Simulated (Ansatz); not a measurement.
System: zinc-blende NaH (model structure). Method: r²SCAN+rVV10 in Ansatz (plane waves, PAW).

Settings: plane-wave cutoff 500 eV, 10×10×10 k mesh, gaussian smearing 0.02 eV, scalar-relativistic PAW data made under PBE.

Cell (relaxed at this level):

```
NaH
1.0
    0.00000     2.58710     2.58710
    2.58710     0.00000     2.58710
    2.58710     2.58710     0.00000
Na H
1 1
Direct
  0.00000   0.00000   0.00000
  0.25000   0.25000   0.25000
```

Task: Estimate the band gap that the calculation returns.

Result: 
- band gap = 4.00 eV (on the SCF k mesh)

Note: the relaxation could raise the start's symmetry but not lower it, so the cell can be a saddle point.

Static lattice: no zero-point or thermal effects.

Computing time: very roughly 17 core-seconds.

A model structure was made by putting elements into a prototype or built by hand; it is no filed structure, need not be a known phase, and can be a saddle point held by its symmetry.

Ansatz is an electronic-structure program.
